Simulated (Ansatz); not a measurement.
**A self-consistent single point of NaCu3 (I4/mmm, 4 atoms in the cell) with Ansatz (an electronic-structure program)**

Level of theory: LDA (PW92), default PAW files made with PBE (plane waves; Ansatz).

Input:

Ansatz 0.2 input:
```yaml
crystal:
  lattice:
    - [-1.900060, 1.900060, 3.905745]
    - [1.900060, -1.900060, 3.905745]
    - [1.900060, 1.900060, -3.905745]
  atoms:
    - { symbol: Na, position_ang: [0.000000, 0.000000, 0.000000] }
    - { symbol: Cu, position_ang: [-0.000000, 1.900060, 1.952873] }
    - { symbol: Cu, position_ang: [1.900060, 0.000000, 1.952873] }
    - { symbol: Cu, position_ang: [0.000000, 0.000000, 3.905745] }
basis:
  ecutwfc: 420.0 eV
kpoints:
  mp_grid: { grid: [12, 12, 12] }
hamiltonian:
  xc: lda
  pseudopotentials: { kind: paw }
scf:
  occupations: { method: cold, width: 0.2 eV }
output:
  forces: true
  eigenvalues: true
  stress: true
```

Output, abridged:

```
WARN ansatz: RAYON_NUM_THREADS=1 ignored (pool sized by the plan → 1); use --threads N
Pseudopotentials: kind: paw
Pseudopotential: Na, paw, valence charge 9
Pseudopotential: Cu, paw, valence charge 19
Crystal: 4 atoms, lattice volume = 56.403 Å³
Basis set: ecut = 420 eV, 1073 PW (Γ)
Bands: 40, of which v1, the nominal top of the filled ones, is band 33 counted from 1 (32 counted from 0)
Symmetry: 16 space group operations
Space group: I4/mmm (ITA 139), of the structure as read, at distance tolerance 3.8e-5 Å
k-points: 163 of 1728
PAW frozen core: Na, regenerated for the run's functional, and the local potential with it
PAW frozen core: Cu, regenerated for the run's functional, and the local potential with it
Initial density: superposition of atomic densities (neutral atoms: chi_scale 0, normalization atom), corrected by the library's trained network
Initial wavefunctions: pseudopotential atomic-orbital guess
Eigensolver: davidson
Functional: x = slater, c = lda
SCF iter   1: F=—  HF=-21132.185311 eV  |F-HF|=—  |Δ(HF+E_count)|=         —  Δρ=1.86e-2  dr2=9.24e-2  ethr=1.77e-3  ⟨swp⟩=5.3  Hψ=21794  notcnv=0  defer=14
all-band conjugate gradients solve this SCF's bands
preconditioner: auto → Kerker (q_TF=auto, 2.801 Å⁻¹)
SCF iter   2: F=—  HF=-21132.161544 eV  |F-HF|=—  |Δ(HF+E_count)|=   2.38e-2  S|Δr|=    0.00e0  Δρ=2.47e-3  dr2=1.95e-3  ethr=1.40e-4  ⟨swp⟩=2.0  Hψ=10749  notcnv=0  defer=16
SCF iter   3: F=—  HF=-21132.160608 eV  |F-HF|=—  |Δ(HF+E_count)|=   9.36e-4  S|Δr|=    0.00e0  Δρ=1.99e-3  dr2=1.18e-3  ethr=2.95e-6  ⟨swp⟩=2.0  Hψ=9616  notcnv=0  defer=16
SCF iter   4: F=—  HF=-21132.160284 eV  |F-HF|=—  |Δ(HF+E_count)|=   3.23e-4  S|Δr|=    0.00e0  Δρ=3.47e-4  dr2=8.98e-5  ethr=1.78e-6  ⟨swp⟩=2.1  Hψ=9340  notcnv=0  defer=16
SCF iter   5: F=—  HF=-21132.160284 eV  |F-HF|=—  |Δ(HF+E_count)|=   3.88e-7  S|Δr|=    0.00e0  Δρ=2.37e-4  dr2=4.08e-5  ethr=1.36e-7  ⟨swp⟩=2.0  Hψ=9304  notcnv=0  defer=16
SCF iter   6: F=—  HF=-21132.160282 eV  |F-HF|=—  |Δ(HF+E_count)|=   1.63e-6  S|Δr|=    0.00e0  Δρ=2.09e-4  dr2=2.06e-5  ethr=6.18e-8  ⟨swp⟩=2.0  Hψ=9348  notcnv=0  defer=16
SCF iter   7: F=—  HF=-21132.160276 eV  |F-HF|=—  |Δ(HF+E_count)|=   6.31e-6  S|Δr|=    0.00e0  Δρ=3.60e-5  dr2=1.80e-6  ethr=3.13e-8  ⟨swp⟩=2.0  Hψ=8782  notcnv=0  defer=16
SCF iter   8: F=—  HF=-21132.160276 eV  |F-HF|=—  |Δ(HF+E_count)|=   4.94e-7  S|Δr|=    0.00e0  Δρ=1.43e-5  dr2=2.36e-7  ethr=2.72e-9  ⟨swp⟩=2.0  Hψ=8859  notcnv=0  defer=16
SCF iter   9: F=-21132.160276 eV  HF=-21132.160276 eV  |F-HF|=7.09e-9  |Δ(HF+E_count)|=   6.54e-8  S|Δr|=    0.00e0  Δρ=3.54e-6  dr2=1.29e-8  ethr=1.52e-10  ⟨swp⟩=8.0  Hψ=26051  notcnv=0
SCF 1 converged in 9 iterations: F = -21132.160276 eV  dr2 = 1.29e-8
SCF converged after 9 iterations
Stability not checked (fill_not_monotonic)
Free energy (F): -21132.160276 eV
Harris-Foulkes:  -21132.160276 eV  (|F-HF|=7.09e-9)
Internal energy: -21132.159228 eV  (E = F + TS)
E sigma→0 (E₀):  -21132.159926 eV
Entropy (-TS):   -0.001048 eV (-0.262 meV/atom)
Fermi energy:    11.461561 eV
--- Per-component energies (eV) ---
  E_band       = -1492.957310
  E_kinetic    = 1022.728789
  E_local      = -14847.872805  (includes V_loc(G=0)·N_el)
  E_nonlocal   = 1308.213893
  E_hartree    = 6414.442536
  E_xc         = -302.477676
  E_vxc        = -392.409049  (∫ρ·V_xc dr)
  E_paw        = -5033.033448  (= ΣΔE_a)
  E_vpaw       = -1412.500704  (= ΣTr[D̂ρ^β])
  E_aug_tail   = 0.000660  (compensation charges beyond the density's cutoff)
  E_ewald      = -9695.651047
  E_core_change = 1.489870  (= ΣΔE_core)
  E_smearing   = -0.001048  (= −TS)
  E_closure    = 0.000000  (closes the sum)
  Σ components = -21132.160276   (vs F -21132.160276, Δ=0.00e0)
--- Forces (eV/Å), atoms counted from 1 ---
  atom   1  Na     0.00000000     0.00000000     0.00000000
   [... zero for the other atoms too ...]
  max |Σ_I F_I| component: 2.08e-17 eV/Å
--- Stress (GPa, compression-positive) ---
       -7.530893      -0.000000       0.000000
       -0.000000      -7.530893       0.000000
        0.000000       0.000000      -7.871868
  P = ⅓ Tr σ = -7.6446 GPa (-76.446 kbar)
  The stress holds the Pulay correction. Without it, at fixed plane waves, as pw.x and ABINIT print it: P = -7.7023 GPa
--- Band table (eV; the first three rows and the last of 163) ---
  k-point 0: bands = ["-100.0471", "-100.0424", "-100.0166", "-57.8899", "-57.8807", "-57.8706", "-57.8706", "-57.8574", "-57.8574", "-57.8387", "-57.8387", "-57.8059", "-39.2168", "-11.7706", "-11.7706", "-11.7662", "3.9195", "7.7528", "7.9758", [...]
  k-point 1: bands = ["-100.0469", "-100.0425", "-100.0167", "-57.8895", "-57.8814", "-57.8710", "-57.8686", "-57.8576", "-57.8567", "-57.8407", "-57.8387", "-57.8059", "-39.2167", "-11.7730", "-11.7720", "-11.7661", "4.0718", "7.8046", "8.0210", [...]
  k-point 2: bands = ["-100.0465", "-100.0429", "-100.0167", "-57.8884", "-57.8832", "-57.8720", "-57.8628", "-57.8584", "-57.8550", "-57.8457", "-57.8387", "-57.8060", "-39.2164", "-11.7789", "-11.7760", "-11.7657", "4.5200", "7.9355", "8.1205", [...]
  k-point 162: bands = ["-100.0469", "-100.0424", "-100.0169", "-57.8861", "-57.8806", "-57.8754", "-57.8754", "-57.8497", "-57.8497", "-57.8417", "-57.8417", "-57.8099", "-39.2166", "-11.7750", "-11.7708", "-11.7708", "5.8616", "6.8314", "7.6618", [...]
```

The run converged in 9 iterations.

The starting cell comes from a database of computed structures (which also holds hypothetical and non-ambient phases and stackings), without a prior relaxation at this level. Spin polarisation is off. With a pressure of about -8 GPa the cell is away from its equilibrium volume at this level. Ansatz's pressure includes its estimate of the finite-basis (Pulay) stress.
